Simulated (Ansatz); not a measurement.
The starting structures come from a database of crystals and need not be the phases stable at ambient conditions.

 Where the default PAW files enter, the runs use the earlier of Ansatz's two default sets.

Inside the gap of an insulator the Bloch states are evanescent, with a wavenumber k + iκ along the transport direction.

Input:

```
CELL_PARAMETERS angstrom
      4.14656     0.00000     0.00000
      0.00000     7.01463     0.00000
      0.00000     0.00000     7.01463
ATOMIC_POSITIONS crystal
  K  0.50000 0.50000 0.00000
  K  0.50000 0.00000 0.50000
  Pt 0.00000 0.00000 0.00000
  Cl 0.00000 0.76654 0.23346
  Cl 0.00000 0.23346 0.76654
  Cl 0.00000 0.23346 0.23346
  Cl 0.00000 0.76654 0.76654
```

Space group of this cell: P4/mmm. The cell is taken as given.

Transport runs along the normal of the first two printed cell vectors, the (100) plane of the conventional cell.

The gap is the functional's own. No spin-orbit coupling. Mid-gap values are interpolated on the energy grid.

**Question.** State the band gap and the smallest decay constant κ at mid-gap according to r2SCAN (Ansatz, a program for electronic structure).

**Answer.** Gap 2.16 eV on a 8×4×4 mesh; κ = 0.359 1/Å, at (0.000, 0.500) of the in-plane reciprocal vectors. At the zone centre, at the nearest computed energy, the slowest state has κ = 0.43 1/Å.
